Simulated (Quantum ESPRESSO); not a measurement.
The steps of a band-structure calculation for TiSi2 (Cmcm, 6 atoms in the cell) with Quantum ESPRESSO.

Method of the run: PBEsol, GBRV 1.5 ultrasoft (PBESOL) pseudopotentials (plane waves; Quantum ESPRESSO 7.5).

Step 1 (scf):

```fortran
&CONTROL
   calculation = 'scf',
   prefix = 'scf',
   outdir = './work',
   pseudo_dir = './',
   tprnfor = .true.,
   tstress = .true.,
/
&SYSTEM
   ibrav = 0,
   nat = 6,
   ntyp = 2,
   ecutwfc = 50,
   ecutrho = 400,
   occupations = 'smearing',
   smearing = 'cold',
   degauss = 0.0099958,
/
&ELECTRONS
   conv_thr = 1.0d-10,
/
ATOMIC_SPECIES
Ti    47.8670  ti_pbesol_v1.4.uspp.F.UPF
Si    28.0850  si_pbesol_v1.uspp.F.UPF
ATOMIC_POSITIONS {angstrom}
Ti    1.769871000   -5.379732213    2.681097000
Ti    1.769871000    5.379732213    0.893699000
Si    1.769871000   -0.789582245    2.681097000
Si    1.769871000    0.789582245    0.893699000
Si    1.769871000    3.392967069    2.681097000
Si    1.769871000   -3.392967069    0.893699000
K_POINTS {automatic}
5 5 4  0 0 0
CELL_PARAMETERS {bohr}
   3.344571466   -12.807675501     0.000000000
   3.344571466    12.807675501     0.000000000
   0.000000000     0.000000000     6.755385391
```

Step 2 (bands):

```fortran
&CONTROL
   calculation = 'bands',
   prefix = 'scf',
   outdir = './work',
   pseudo_dir = './',
   verbosity = 'high',
/
&SYSTEM
   ibrav = 0,
   nat = 6,
   ntyp = 2,
   ecutwfc = 50,
   ecutrho = 400,
   occupations = 'smearing',
   smearing = 'cold',
   degauss = 0.0099958,
   nbnd = 29,
/
&ELECTRONS
   conv_thr = 1.0d-10,
   startingwfc = 'random',
   diago_thr_init = 1.0d-6,
   diagonalization = 'cg',
/
ATOMIC_SPECIES
Ti    47.8670  ti_pbesol_v1.4.uspp.F.UPF
Si    28.0850  si_pbesol_v1.uspp.F.UPF
ATOMIC_POSITIONS {angstrom}
Ti    1.769871000   -5.379732213    2.681097000
Ti    1.769871000    5.379732213    0.893699000
Si    1.769871000   -0.789582245    2.681097000
Si    1.769871000    0.789582245    0.893699000
Si    1.769871000    3.392967069    2.681097000
Si    1.769871000   -3.392967069    0.893699000
K_POINTS {crystal_b}
14
  0.00000000   0.00000000   0.00000000   9  ! G
  0.26704827   0.26704827   0.00000000   2  ! X
  0.00000000   0.50000000   0.00000000   9  ! S
  0.00000000   0.50000000   0.50000000   2  ! R
  0.26704827   0.26704827   0.50000000   9  ! A
  0.00000000   0.00000000   0.50000000   9  ! Z
  0.00000000   0.00000000   0.00000000   5  ! G
 -0.50000000   0.50000000   0.00000000   8  ! Y
 -0.26704827   0.73295173   0.00000000   9  ! X1
 -0.26704827   0.73295173   0.50000000   8  ! A1
 -0.50000000   0.50000000   0.50000000   9  ! T
 -0.50000000   0.50000000   0.00000000   1  ! Y
  0.00000000   0.00000000   0.50000000   5  ! Z
 -0.50000000   0.50000000   0.50000000   1  ! T
CELL_PARAMETERS {bohr}
   3.344571466   -12.807675501     0.000000000
   3.344571466    12.807675501     0.000000000
   0.000000000     0.000000000     6.755385391
```

Step 3 (bands.x):

```fortran
&BANDS
   prefix = 'scf',
   outdir = './work',
   filband = 'bands.dat',
   lsym = .false.,
/
```

Output of bands (abridged):

```
     Atomic positions and unit cell read from directory:
     ./work/scf.save/

     Message from routine setup:
     using ibrav=0 with symmetry is DISCOURAGED, use correct ibrav instead
     G-vector sticks info
     --------------------
     sticks:   dense  smooth     PW     G-vecs:    dense   smooth      PW
     Sum        2729    1363    411                78183    27661    4567

     bravais-lattice index     =            0
   [... lines left out ...]
     unit-cell volume          =     578.7499 (a.u.)^3
   [... lines left out ...]
        k(    2) = (   0.1174362   0.0000000   0.0000000), wk =   0.0232558
        k(    3) = (   0.2348724   0.0000000   0.0000000), wk =   0.0232558
   [... 83 lines left out ...]

     Dense  grid:    78183 G-vectors     FFT dimensions: (  90,  90,  48)

     Smooth grid:    27661 G-vectors     FFT dimensions: (  60,  60,  32)

     The potential is recalculated from file :
     ./work/scf.save/charge-density

     negative rho (up, down):  1.256E-03 0.000E+00

     Band Structure Calculation
     CG style diagonalization

     ethr =  1.00E-06,  avg # of iterations = 28.9

     End of band structure calculation

          k = 0.0000 0.0000 0.0000 (  3465 PWs)   bands (ev):

   -43.8584 -43.8492 -20.3194 -20.2740 -20.2608 -20.2606 -20.2338 -20.2323
    -0.2883   1.9081   4.2322   9.3406   9.6695   9.8487  10.1562  10.2024
    10.5794  10.6525  10.6632  13.2073  13.4159  13.5582  13.6150  14.0929
    14.1055  14.8169  15.3378  15.6334  15.8407

          k = 0.1174 0.0000 0.0000 (  3459 PWs)   bands (ev):

   -43.8582 -43.8490 -20.3190 -20.2767 -20.2637 -20.2598 -20.2336 -20.2320
    -0.2470   1.9319   4.2737   8.9863   9.6994   9.8766   9.9986  10.1315
    10.4391  10.8096  10.8977  13.2435  13.3771  13.4865  13.6284  14.0426
    14.2689  14.7629  15.5549  15.6566  15.8459

   [... 84 blocks of this kind left out ...]
```

Output of bands.x (abridged):

```
     Reading xml data from directory:

     ./work/scf.save/

     G-vector sticks info
     --------------------
     sticks:   dense  smooth     PW     G-vecs:    dense   smooth      PW
     Sum        2729    1363    411                78183    27661    4567

     negative rho (up, down):  1.256E-03 0.000E+00
     Reading collected, re-writing distributed wavefunctions
     high-symmetry point:  0.0000 0.0000 0.0000   x coordinate   0.0000
     high-symmetry point:  1.0569 0.0000 0.0000   x coordinate   1.0569
     high-symmetry point:  0.9895 0.2584 0.0000   x coordinate   1.3240
     high-symmetry point:  0.9895 0.2584 0.9797   x coordinate   2.3037
     high-symmetry point:  1.0569 0.0000 0.9797   x coordinate   2.5708
     high-symmetry point:  0.0000 0.0000 0.9797   x coordinate   3.6277
   [... 3 lines left out ...]
     high-symmetry point:  0.9220 0.5168 0.9797   x coordinate   7.0259
     high-symmetry point:  0.0000 0.5168 0.9797   x coordinate   7.9479
     high-symmetry point:  0.0000 0.5168 0.0000   x coordinate   8.9277
     high-symmetry point:  0.0000 0.0000 0.9797   x coordinate   8.9277
     high-symmetry point:  0.0000 0.5168 0.9797   x coordinate   9.4444

     Plottable bands (eV) written to file bands.dat.gnu
     Bands written to file bands.dat

   JOB DONE.
```

The starting cell comes from a database of computed structures (which also holds hypothetical and non-ambient phases and stackings), without a prior relaxation at this level. Its lattice was rescaled by a random factor within 2.5 % of one. Spin polarisation is off.
